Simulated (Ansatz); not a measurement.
Levels about the gap of amorphous Si$_{34}$N$_{36}$ (70 atoms in a cell of 840 Å³, 2.89 g/cm³; zone centre alone, so wide bands show as single levels with stretches between that a denser mesh fills), at the geometry that PBE relaxed, where it gives -0.1 GPa on a denser mesh. The participation number counts the atoms over which a state spreads; weights are charges in smoothed Voronoi cells. The levels come from a single point, so bond lengths are those of that geometry. Method of the levels: PBE, scalar-relativistic without spin-orbit coupling (Ansatz, an electronic-structure program). Sampling: the zone centre alone; Fermi-Dirac width 0.02 eV; no spin polarisation. The usual formal charges leave 28 electrons over, so the level spacing at the Fermi energy parts defect or band states and needn't be the band gap.

It comes from a melt-quench run on a machine-learned potential (CHGNet), relaxed afterwards by DFT. N atoms were pushed apart under 1.9 Å during the dynamics, to hinder bonds among them. The hot cell started wider than the set density and was brought back towards it in steps. It is the lowest in DFT energy of 2 quenches. It is a model cell: composition and starting density were chosen by hand, and all elements were melted together. No dispersion term was used. Its density started from a set value of 2.98 and ended at 2.89 g/cm³. The simulated quench (nominally 1500 K/ps over its main leg) is rapid and tends to freeze in more defects than a deposited or slowly cooled glass has. Values belong to this one cell and scatter from quench to quench. Volume and shape were free in the relaxation. On a 2×2×2 Γ-centred mesh force components of up to 0.27 eV/Å stay, since the relaxation ran on the zone centre alone.

```
E - E(highest filled), eV  filling  participation number        largest on  weight N  weight Si
-------------------------  -------  --------------------  ----------------  --------  ---------
-1.26                       filled                  20.3   N, 3 neighbours      0.63       0.37
-1.17                       filled                  12.1   N, 3 neighbours      0.76       0.24
-1.07                       filled                  27.6  Si, 4 neighbours      0.51       0.49
-0.85                       filled                  24.6  Si, 4 neighbours      0.52       0.48
-0.59                       filled                  19.2   N, 3 neighbours      0.50       0.50
-0.51                       filled                  22.6  Si, 3 neighbours      0.48       0.52
0.00                        filled                  15.7  Si, 4 neighbours      0.39       0.61
1.24                         empty                  26.3  Si, 3 neighbours      0.34       0.66
1.27                         empty                  17.0  Si, 4 neighbours      0.32       0.68
1.47                         empty                  20.0  Si, 3 neighbours      0.36       0.64
1.79                         empty                  28.9  Si, 4 neighbours      0.34       0.66
2.06                         empty                  30.0  Si, 4 neighbours      0.38       0.62
2.09                         empty                  28.9  Si, 4 neighbours      0.36       0.64
2.19                         empty                  25.3  Si, 3 neighbours      0.37       0.63
```

Most localised among these is the filled level at -1.17 eV, on a N atom, which has 3 neighbours (Si 1.69 Å, Si 1.74 Å, Si 2.14 Å).
